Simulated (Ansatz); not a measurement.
Given:

```xyz
2
Lattice="2.9656 0.0000 0.0000 -1.4828 2.5683 0.0000 1.4828 0.8561 2.4214" Properties=species:S:1:pos:R:3 pbc="T T T"
Mg     0.0000     0.0000     0.0000
O      2.9656     1.7122     1.2107
```

Space group of this cell: Fm-3m, rock salt. The cell is taken as given; by r2SCAN its mean pressure is 1.3 GPa.

All values below come from r2SCAN (plane waves, PAW; Ansatz, an electronic-structure program).

The current runs along the normal of the first two printed vectors; no spin-orbit coupling. Scaled by the factor s: the length along the current (ions clamped). Meshes 14×14×14 and 12×12 across the current in all rows.

```
s     mean pressure (GPa)  slowest mid-gap decay constant κ (1/Å)
----  -------------------  --------------------------------------
0.97                  6.8                                       ?
1.00                  1.3                                   0.362
1.03                 -3.5                                   0.348
```

Take the slope of the slowest mid-gap decay constant κ against ln s from the two given rows, extrapolate to s = 0.97, and say what the run there gives.

Slope = (0.348 − 0.362) / ln 1.03 = -0.474 1/Å. The line gives 0.362 + (-0.474) × ln 0.97 = 0.376 1/Å. The run gives 0.375 1/Å, 0.001 1/Å under the line, 10 % of the predicted step.
